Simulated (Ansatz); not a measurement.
Start from MgTe in the wurtzite structure (space group P6_3mc, No. 186).

```
MgTe
1.0
    4.56143     0.00000     0.00000
   -2.28071     3.95031     0.00000
    0.00000     0.00000     7.41192
Mg Te
2 2
Cartesian
  0.00000   2.63354   7.40886
  2.28071   1.31677   3.70290
  0.00000   2.63354   2.78994
  2.28071   1.31677   6.49590
```

All numbers come from Ansatz (a quantum-chemistry and plane-wave program), PBEsol, PAW, cutoff 420 eV, no spin-orbit coupling.

Before the change:

| Property | Result |
|---|---|
| Pressure | -0.01 GPa |
| Electron mass | 0.15 mₑ along c, 0.17 mₑ across (at Γ) |
| Valence-band top at Γ | 0.00, -0.02, -0.02 eV |

One thing is altered: every lattice vector is stretched by 0.60 %; the atoms relax in the strained cell.

Q: How does this affect the pressure?

A: The pressure (mean of the normal stresses, compression positive) shrinks by 0.62 GPa, from -0.01 GPa to -0.63 GPa.

Q: What does the calculation give for the electron mass after the change?

A: The electron mass is still 0.15 mₑ along c, 0.17 mₑ across (at Γ).

Q: What happens to the valence-band top at Γ?

A: The valence-band top at Γ (three highest levels, from the VBM) remains 0.00, -0.02, -0.02 eV.

Q: How does this affect the mean gap deformation potential ΔEg/Δln V?

A: The mean gap deformation potential ΔEg/Δln V amounts to -4.4 eV.

With Te present, leaving out spin-orbit coupling can change the band edges. Effective masses come from finite differences of ±0.01 Å⁻¹. Stability against distortions was not tested.
